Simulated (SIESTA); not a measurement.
Band structure of Mo₂N (I4_1/amd, 6 atoms in the cell).

```yaml
crystal:
  lattice:
    - [-2.14864, 2.14864, 4.01405]
    - [2.14864, -2.14864, 4.01405]
    - [2.14864, 2.14864, -4.01405]
  atoms:
    - { symbol: Mo, position: [0.98696, 0.48696, 0.50000] }
    - { symbol: Mo, position: [0.23696, 0.23696, 0.00000] }
    - { symbol: Mo, position: [0.76304, 0.76304, 0.00000] }
    - { symbol: Mo, position: [0.51304, 0.01304, 0.50000] }
    - { symbol: N, position: [0.25000, 0.75000, 0.50000] }
    - { symbol: N, position: [0.50000, 0.50000, 0.00000] }
```

Computed with LDA PW92, numerical atomic orbitals TZP, PseudoDojo LDA standard norm-conserving potentials (rewritten from UPF to PSML) in SIESTA.

Settings: XC.functional = LDA; XC.authors = PW92; potentials = PseudoDojo LDA standard; PAO.BasisSize = TZP; PAO.EnergyShift = 0.005 Ry; MeshCutoff = 300 Ry; kgrid.MonkhorstPack = 7 7 7; OccupationFunction = FD; ElectronicTemperature = 1160.45 K; MaxSCFIterations = 150; SCF.Mixer.Method = Broyden; SCF.Mixer.Weight = 0.25; SCF.Mixer.History = 8; SCF.DM.Tolerance = 1.0E-05.

The starting cell comes from a database of computed structures (which also holds hypothetical and non-ambient phases and stackings), without a prior relaxation at this level. Its lattice was rescaled by a random factor within 2.5 % of one. Spin polarisation is off. Values carry the incompleteness of an atom-centred basis.

Levels in eV from the Fermi level, bands 29 to 34:
| point | 29 | 30 | 31 | 32 | 33 | 34 |
|---|---|---|---|---|---|---|
| Γ | -2.12 | -1.33 | -0.84 | -0.84 | -0.47 | -0.42 |
| X | -1.80 | -1.80 | -1.63 | -1.63 | 0.06 | 0.06 |
| Y | -2.40 | -2.40 | -1.70 | -1.70 | 0.43 | 0.43 |
| S | -2.46 | -1.90 | -1.31 | -1.19 | -0.33 | -0.22 |
| Z | -3.49 | -3.49 | -0.16 | -0.16 | 0.10 | 0.10 |
| S1 | -2.46 | -1.90 | -1.31 | -1.19 | -0.33 | -0.22 |
| N | -2.30 | -2.10 | -1.80 | -0.64 | -0.27 | -0.02 |
| P | -1.33 | -1.33 | -1.20 | -1.20 | 0.64 | 0.64 |
| Y1 | -2.40 | -2.40 | -1.70 | -1.70 | 0.43 | 0.43 |

Bands cross the Fermi level along this path, so the cell is metallic at this level.

Higher empty bands are left out: an atom-centred basis made for the valence describes them poorly.
